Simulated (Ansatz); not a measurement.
The starting structures come from a database of crystals and need not be the phases stable at ambient conditions.

Given:

```yaml
crystal:
  lattice:
    - [6.24899, 0.00000, 0.00000]
    - [-1.89495, 7.91627, 0.00000]
    - [-0.94748, 3.95814, 4.74187]
  atoms:
    - { symbol: In, position: [0.31846, 0.60629, 0.53417] }
    - { symbol: In, position: [0.68154, 0.39371, 0.46583] }
    - { symbol: In, position: [0.60629, 0.14046, 0.17800] }
    - { symbol: In, position: [0.39371, 0.85954, 0.82200] }
    - { symbol: In, position: [0.14046, 0.31846, 0.28783] }
    - { symbol: In, position: [0.85954, 0.68154, 0.71217] }
    - { symbol: Te, position: [0.00000, 0.00000, 0.00000] }
    - { symbol: O, position: [0.03998, 0.91351, 0.78687] }
    - { symbol: O, position: [0.96002, 0.08649, 0.21313] }
    - { symbol: O, position: [0.91351, 0.70038, 0.33960] }
    - { symbol: O, position: [0.08649, 0.29962, 0.66040] }
    - { symbol: O, position: [0.70038, 0.03998, 0.87353] }
    - { symbol: O, position: [0.29962, 0.96002, 0.12647] }
    - { symbol: O, position: [0.59511, 0.41886, 0.75664] }
    - { symbol: O, position: [0.40489, 0.58114, 0.24336] }
    - { symbol: O, position: [0.41886, 0.17550, 0.41961] }
    - { symbol: O, position: [0.58114, 0.82450, 0.58039] }
    - { symbol: O, position: [0.17550, 0.59511, 0.82375] }
    - { symbol: O, position: [0.82450, 0.40489, 0.17625] }
```

Space group of this cell: R-3. The cell is taken as given; by r2SCAN its mean pressure is -0.5 GPa.

Transport runs along the normal of the first two printed cell vectors, the (110) plane of the conventional cell.

The gap is the functional's own, uncorrected, and κ follows it; spin-orbit coupling is left out. Mid-gap values are interpolated between the computed energies.

Task: Estimate the band gap and the smallest decay constant κ at mid-gap that r2SCAN run with Ansatz (a quantum-chemistry and plane-wave program) returns for this system.

Result: Gap 1.90 eV on a 6×6×6 mesh; κ = 0.184 1/Å, at the zone centre.
